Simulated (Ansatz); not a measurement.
Structure of amorphous alumina (Al32O47) (periodic cell):

```xyz
79
Lattice="9.8474 0.0000 0.0000 0.0000 9.8474 0.0000 0.0000 0.0000 9.8474" Properties=species:S:1:pos:R:3 pbc="T T T"
Al     9.7903     4.5653     2.1855
Al     7.8435     8.1412     8.9785
Al     0.8718     6.8507     0.0808
Al     6.9212     8.7201     6.4476
Al     3.7804     3.3741     3.4452
Al     4.3364     7.6048     5.2741
Al     6.8307     1.1632     9.0285
Al     0.5280     5.0854     4.8388
Al     6.1395     8.7822     1.8089
Al     4.8899     3.3828     8.9665
Al     2.8532     2.2417     5.5422
Al     0.1544     1.1731     6.1731
Al     4.7802     4.9472     6.1691
Al     5.6153     6.2254     0.3922
Al     1.7627     2.2029     0.2767
Al     0.8640     9.4149     8.4127
Al     9.6168     8.0595     5.4762
Al     2.0834     4.5511     7.7749
Al     5.1929     0.7313     4.4116
Al     8.0327     5.0894     0.0598
Al     9.0981     9.7729     1.4935
Al     3.0380     8.9189     0.6354
Al     7.4625     2.5414     1.3439
Al     0.5207     2.3424     3.3715
Al     4.7430     6.1826     3.1743
Al     6.9565     2.6697     6.4794
Al     1.8041     7.3172     3.1103
Al     4.2805     1.3857     1.2924
Al     9.4616     2.8185     8.4514
Al     7.9750     5.5990     6.8720
Al     3.2482     7.2022     8.2548
Al     7.8949     0.5871     4.0547
O      9.2042     6.2376     5.6743
O      6.3595     9.6600     3.2948
O      0.7735     2.9628     1.6742
O      7.9917     4.1799     1.6362
O      4.3548     7.1743     9.5641
O      8.1826     2.2289     9.5727
O      3.5198     7.4489     3.6699
O      2.1765     2.6878     3.9080
O      4.6646     9.4353     1.1094
O      5.4144     8.8938     5.6462
O      3.5946     2.6554     0.1247
O      5.9799     4.5769     9.7272
O      1.5838     1.9765     6.6712
O      3.8196     6.7294     6.6910
O      5.7899     7.0173     2.0270
O      7.4308     7.2414     7.3201
O      9.6308     1.1331     4.4655
O      7.1705     9.5911     8.0093
O      4.1217     4.7579     2.4747
O      1.8697     6.1535     8.6240
O      3.9247     4.3161     7.7435
O      7.4732     9.2547     0.6396
O      9.4815     3.8366     3.8981
O      3.7105     0.7867     5.2751
O      2.5072     8.7968     8.7240
O      8.6832     2.2104     6.9119
O      4.1525     3.5663     5.2105
O      1.2003     3.5205     8.9110
O      5.3232     6.1110     4.8338
O      1.0757     5.6949     3.2092
O      0.2860     9.3011     6.7556
O      7.2888     6.7002     9.8203
O      0.5683     1.1364     9.1122
O      2.5006     0.7232     1.1445
O      6.7116     1.5893     5.0849
O      4.6629     1.9091     2.9609
O      5.9145     2.2502     7.8991
O      9.6798     5.6660     0.7701
O      1.6058     4.7028     6.1185
O      0.9690     8.1933     4.2989
O      8.1095     8.9542     5.1595
O      6.6292     4.4562     6.4033
O      9.6689     8.1063     9.1359
O      8.6209     4.6224     8.2554
O      8.2968     1.3992     2.4132
O      5.9645     1.8100     0.6457
O      1.9467     7.6426     1.3274
```

Computed with PBE, scalar-relativistic without spin-orbit coupling (plane waves to 420 eV, PAW; Ansatz, a quantum-chemistry and plane-wave program). The usual formal charges leave 2 electrons over, so the level spacing at the Fermi energy parts defect or band states and needn't be the band gap.

The cell was made by melting and quenching with the CHGNet potential and then relaxed with DFT. O atoms were pushed apart under 1.9 Å during the dynamics, to hinder bonds among them. It is the lowest in DFT energy of 2 quenches. It is a model cell: composition and starting density were chosen by hand, and all elements were melted together. No dispersion term was used. Its density started from a set value of 2.81 and ended at 2.81 g/cm³. The quench (nominally 280 K/ps over its main leg) was far faster than any real one, so the model tends to hold more defects than a real film. A cell of this size samples the disorder only roughly. The volume was held where the preparation left it, at a PBE pressure of 1.5 GPa. Stress components on the final sampling reach 3.1 GPa. On a 2×2×2 Γ-centred mesh force components of up to 0.18 eV/Å stay, since the relaxation ran on the zone centre alone.

Cut-offs for bonds: Al-Al 2.66 Å, Al-O 2.22 Å, O-O 1.58 Å. Two cations that share two anions don't count as bonded, nor two that share one unless they lie closer than Al-Al 2.59 Å.

Give the coordination numbers, mean bond lengths and angles.


```json
{
 "Mean coordination of Al by anions": "4.22 (1 with 2, 22 with 4, 9 with 5)",
 "Mean coordination of O": "2.87 (6 with 2, 41 with 3)",
 "Mean Al-O bond": "1.821 Å (spread 0.075 Å, 135 counted)",
 "Bond angle at Al": "mean 107.9°, spread 18.6°",
 "Bond angle at O": "mean 118.0°, spread 15.9°"
}
```

List the pairs of like atoms that count as bonded by the rules above.

There are none by these rules.
